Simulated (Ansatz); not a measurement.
SrZrS3 (model structure, started from the cubic perovskite type, Pm-3m, No. 221, 5 atoms in the cell)

Method: PBE+SOC (Ansatz, an electronic-structure program, PAW).

Run with plane-wave cutoff 520 eV, 8×8×8 k mesh, Fermi–Dirac smearing 0.01 eV, PAW data made under PBE.

Cell (relaxed with PBEsol):

Space group Pm-3m (No. 221); a = b = c = 4.9481 Å, α = β = γ = 90.00°

```json
[
 {"atom": "Sr", "site": "1a", "symmetry": "m-3m", "x": "0.0000", "y": "0.0000", "z": "0.0000"},
 {"atom": "Zr", "site": "1b", "symmetry": "m-3m", "x": "0.5000", "y": "0.5000", "z": "0.5000"},
 {"atom": "S", "site": "3c", "symmetry": "4/mm.m", "x": "0.0000", "y": "0.5000", "z": "0.5000"}
]
```

For SrZrS3 (model structure, started from the cubic perovskite type, Pm-3m, No. 221, 5 atoms in the cell), the band gap is 0.38 eV (indirect). The smallest direct gap on the k points sampled comes out as 0.83 eV.

Note: the relaxation could raise the start's symmetry but not lower it, so the cell can be a saddle point; cell and atoms aren't relaxed at this level (pressure 2.7 GPa).

The computed numbers hold no vibrational or temperature effects.

It cost roughly 4 core-minutes of CPU time.

A model structure was made by putting elements into a prototype or built by hand; it is no filed structure, need not be a known phase, and can be a saddle point held by its symmetry.
